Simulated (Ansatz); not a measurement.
Functionals compared on a constructed model of the (000-1) surface of 4H silicon carbide, C-terminated, 2x2 C adatom at T1 (bottom of the slab: 4 H on 4 bottom sites), in Ansatz (plane waves, PAW). The structure was relaxed with PBE; the other rows are single points on it. Cutoff 420 eV (500 eV for r2SCAN).

Set-up: 37 atoms, 11.3 Å thick at the start with caps and adatoms (thin: gaps and levels are the slab's own); mesh 5x5x1; 0.025 eV smearing; dipole correction on; 8 atoms held, the rest relaxed; held to the start's symmetry, so lower structures may exist; no spin (no spin-polarised run to compare, though such a face may carry moments), no spin-orbit, no U. The slab shows no gap on its mesh. In PBE it lies 0.31 eV a 1x1 cell over the lowest computed structure of the same composition (2x2 C adatom at H3). These notes are the PBE run's.

```tsv
functional	work function of the top face (eV)	rough cost of the single point
PBE	6.57	–
r2SCAN	[?]	around 60 core-seconds (rough)
```

Problem. Fill in the missing entries.

Solution. 
- r2SCAN, work function of the top face (eV): 6.67

Ansatz is an electronic-structure program.
